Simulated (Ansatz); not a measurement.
Results of PBE (Ansatz, a first-principles code, PAW) for YC6 (model structure, started from the CaC6 type, R-3m, No. 166, 7 atoms in the cell).

Settings: plane-wave cutoff 520 eV, 16×16×16 k mesh, Fermi–Dirac smearing 0.05 eV, scalar-relativistic PAW data made under PBE.

Cell (relaxed at this level):

```xyz
7
Lattice="2.1710 1.2534 4.4373 -2.1710 1.2534 4.4373 0.0000 -2.5068 4.4373" Properties=species:S:1:pos:R:3 pbc="T T T"
Y      0.0000     0.0000     0.0000
C     -1.4480     0.0000     6.6560
C      0.7240     1.2540     6.6560
C      1.4480     0.0000     6.6560
C     -0.7240     1.2540     6.6560
C     -0.7240    -1.2540     6.6560
C      0.7240    -1.2540     6.6560
```

**Question.** Estimate the bulk modulus that the calculation returns.

**Answer.** 
bulk modulus: 146 GPa

The run finds no gap.

Note: the bulk modulus is −V dP/dV from two relaxed cells at ±2 % in volume; the relaxation could raise the start's symmetry but not lower it, so the cell can be a saddle point.

Computed values are for the static lattice.

The result took about 6 core-minutes (a rough figure).

A model structure was made by putting elements into a prototype or built by hand; it is no filed structure, need not be a known phase, and can be a saddle point held by its symmetry.
